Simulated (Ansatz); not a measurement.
A computed series for WC: response to strain

Take WC (space group P-6m2, No. 187; relaxed with 0.1 eV smearing) as the base.

```cif
data_CW
_chemical_formula_sum 'W1 C1'
_space_group_name_H-M_alt 'P-6m2'
_space_group_IT_number 187
_space_group_name_Hall 'P -6 2'
_cell_length_a 2.91308
_cell_length_b 2.91308
_cell_length_c 2.83585
_cell_angle_alpha 90.000
_cell_angle_beta 90.000
_cell_angle_gamma 120.000
loop_
_atom_site_label
_atom_site_type_symbol
_atom_site_symmetry_multiplicity
_atom_site_Wyckoff_symbol
_atom_site_fract_x
_atom_site_fract_y
_atom_site_fract_z
_atom_site_occupancy
W1 W 1 a 0.00000 0.00000 0.00000 1
C1 C 1 f 0.66667 0.33333 0.50000 1
```

Strains are applied to the cell and any free atomic positions relax.

The values are results of Ansatz (an electronic-structure program) r2SCAN, no spin-orbit coupling, earlier PAW set, not measurements.

Notes on the quantities. pressure: mean of the normal stresses, compression positive.

```tsv
isotropic strain (%)	pressure (GPa)
-0.59	7.5
-0.52	6.6
0	0.0
2.58	?
5.47	-46.0
```

### Question
Fit P = P₀ − Bδ + Cδ² with δ = (1 + ε)³ − 1 to the rows shown and predict the withheld row.

### Answer
Least squares on the printed values gives P₀ = 0.0 GPa, B = 412 GPa (at held cell shape), C = 844 GPa (largest residual 0.0 GPa); this predicts -27.4 GPa, and the run gives -26.3 GPa, 1.1 higher.

No phonon test of stability was made. All final runs are without spin polarisation.
